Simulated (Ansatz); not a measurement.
An Ansatz (a program for electronic structure) input (Kohn–Sham DFT with the PBEsol functional, run in Ansatz with PAW and 420 eV plane waves, no SOC, earlier PAW set):

Ansatz 0.2 input:
```yaml
crystal:
  lattice:
    - [0, 3.1783433858, 3.1783433858]
    - [3.1783433858, 0, 3.1783433858]
    - [3.1783433858, 3.1783433858, 0]
  atoms:
    - { symbol: Hf, position: [0, 0, 0] }
    - { symbol: Ge, position: [0.25, 0.25, 0.25] }
    - { symbol: Ge, position: [0.75, 0.75, 0.75] }
basis: { ecutwfc: 420, ecutrho_ratio: 4, xc_grid: 2, fft_grid_basis: typed }
kpoints: { mp_grid: { grid: [13, 13, 13] } }
hamiltonian:
  xc: pbesol
  dispersion: none
  pseudopotentials: { azcp: { folder: ./paw }, kind: paw }
scf: { occupations: { method: fermi_dirac, width: 0.05 }, convergence: { dr2_threshold: 0.0000000003 } }
output: { forces: true, stress: true }
```

**Question.** Which symmetry and how many k-points will the program report, and about how many plane waves at Γ?

**Answer.** Space group Fm-3m (ITA 225) with 48 operations, k-points 84 of 2197, and 1243 plane waves at Γ.

Whether these cells are dynamically stable was not tested. The final runs are not spin-polarised. The cell is HfGe2 in the fluorite structure (space group Fm-3m, No. 225; a hypothetical phase, not in the database extracts checked). HfGe2 has a high density of states at the Fermi level and may be magnetic at this level.
